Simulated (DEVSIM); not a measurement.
Device: Pd/Si3N4/p-Si capacitor, at 250 K.

Layer 1 from the left is Si3N4, thickness (nm) 2.10. Layer 2 from the left is Si, thickness (nm) 14000, Na (cm⁻³) 1.8e15.

Metal gate on the left, work function 5.2 eV. Fixed charge at the semiconductor interface -1.2e11 cm⁻² (in units of +e); no interface traps.

This is a model device: material constants are rounded textbook-type values typed into the input, and sizes, dopings and lifetimes were drawn at random. Values at 300 K; Nc and Nv go as T^1.5, mobilities as T to minus their exponent, the gap by Varshni's rule with the affinity fixed.

Si3N4: gap (eV) 5.1, affinity (eV) 2.1, permittivity 7.5. Si: gap (eV) 1.124, affinity (eV) 4.05, permittivity 11.7, Nc (cm⁻³) 2.86e19, Nv (cm⁻³) 3.1e19, Varshni α (eV/K) 0.000473, Varshni β (K) 636.

**Question.** Estimate by hand the flat-band voltage, the threshold voltage, and compare with a numerical solution.

**Answer.** 
- Flat-band voltage: C = 3.16 μF/cm², work-function difference 0.218 V; VFB = φms − qNf/C = 0.22 V; numerical 0.22 V.
- Threshold voltage: φF = 0.365 V, depletion charge √(4εqNφF) = 2.09e-8 C/cm²; VT = VFB + 2φF + Qd/C = 0.96 V; numerical 0.96 V.

Model (solved in DEVSIM): 1D Poisson equation in equilibrium, Boltzmann statistics, complete ionisation; no quantum confinement or tunnelling. Metal contacts follow the ideal Schottky-Mott rule: no Fermi-level pinning, no interface dipoles.
